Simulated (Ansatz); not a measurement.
System: Au-vacancy pair (Au on one host Al site, one Al site vacant) in fcc Al (neutral cell). All values below come from PBE, PAW (plane waves to 420 eV; Ansatz, a quantum-chemistry and plane-wave program).

32-site cell at the relaxed PBE lattice, a 3×3×3 k-point mesh shifted by half a step, smearing 0.10 eV, spin-restricted, no finite-size correction. Energies are static. Spin-orbit coupling is left out. Forms of the defect that were not tried may lie lower.

Barriers: single points on a 5×5×5 k-point mesh shifted by half a step at the bands' geometries.

Relaxed starting cell (atoms counted from 1):

```
CELL_PARAMETERS angstrom
      8.08392     0.00000     0.00000
      0.00000     8.08392     0.00000
      0.00000     0.00000     8.08392
ATOMIC_POSITIONS crystal
  Au 0.99977 0.00623 0.00746
  Al 0.99977 0.00181 0.50168
  Al 0.99977 0.50047 0.00301
  Al 0.99977 0.49627 0.49747
  Al 0.49977 0.99937 0.00057
  Al 0.49977 0.99867 0.50187
  Al 0.49977 0.50066 0.99987
  Al 0.49977 0.50042 0.50162
  Al 0.99977 0.25139 0.75073
  Al 0.99977 0.74952 0.25260
  Al 0.99977 0.74855 0.74975
  Al 0.49977 0.25078 0.25198
  Al 0.49977 0.24892 0.75221
  Al 0.49977 0.75101 0.25012
  Al 0.49977 0.74779 0.74899
  Al 0.24377 0.00491 0.25256
  Al 0.25190 0.99850 0.75186
  Al 0.24727 0.49796 0.25126
  Al 0.25148 0.50047 0.75016
  Al 0.75577 0.00491 0.25255
  Al 0.74764 0.99850 0.75186
  Al 0.75226 0.49796 0.25126
  Al 0.74806 0.50046 0.75017
  Al 0.24377 0.25135 0.00612
  Al 0.24728 0.25005 0.49917
  Al 0.25190 0.75066 0.99970
  Al 0.25148 0.74897 0.50166
  Al 0.75578 0.25134 0.00611
  Al 0.75226 0.25005 0.49916
  Al 0.74765 0.75066 0.99970
  Al 0.74805 0.74896 0.50167
```

End state 1 differs by these moves (Å; atoms that move under 0.08 Å are left out):

| atom | element | Δx | Δy | Δz |
|---|---|---|---|---|
| 1 | Au | 0.00 | 1.92 | 1.92 |

What forward and backward barriers to end state 1 does PBE, PAW give?

forward 0.44 eV, backward 0.44 eV; at the saddle point atom 1 has neighbours 2 Al at 2.57, 2 Al at 2.59, Al at 3.07, Al at 3.08, Al at 3.18, Al at 3.19 Å. The saddle point's order was not checked, and it lies on a symmetry element of the cell, where a band can be held.
